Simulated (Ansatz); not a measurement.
```yaml
crystal:
  lattice:
    - [3.94042, 0.00000, 0.00000]
    - [-1.97021, 3.41251, 0.00000]
    - [0.00000, 0.00000, 6.18831]
  atoms:
    - { symbol: La, position: [0.33333, 0.66667, 0.24738] }
    - { symbol: La, position: [0.66667, 0.33333, 0.75262] }
    - { symbol: O, position: [0.00000, 0.00000, 0.00000] }
    - { symbol: O, position: [0.33333, 0.66667, 0.64529] }
    - { symbol: O, position: [0.66667, 0.33333, 0.35471] }
```

A single point on La2O3, its geometry relaxed with PBE.

Computed with PBE, PAW, 600 eV (Ansatz, a first-principles code; noncollinear with spin-orbit coupling), earlier PAW set. Γ-centred 10×10×6 mesh, Fermi–Dirac width 0.05 eV.

Problem. Predict the gap character, band gap and width of the top valence band.

Solution. The gap character is indirect, L → M. The band gap is 3.82 eV and the width of the top valence band is 0.36 eV.

Single points use the geometry relaxed with PBE. Stability against distortions was not tested. The cell is La$_{2}$O$_{3}$ (space group P-3m1, No. 164).
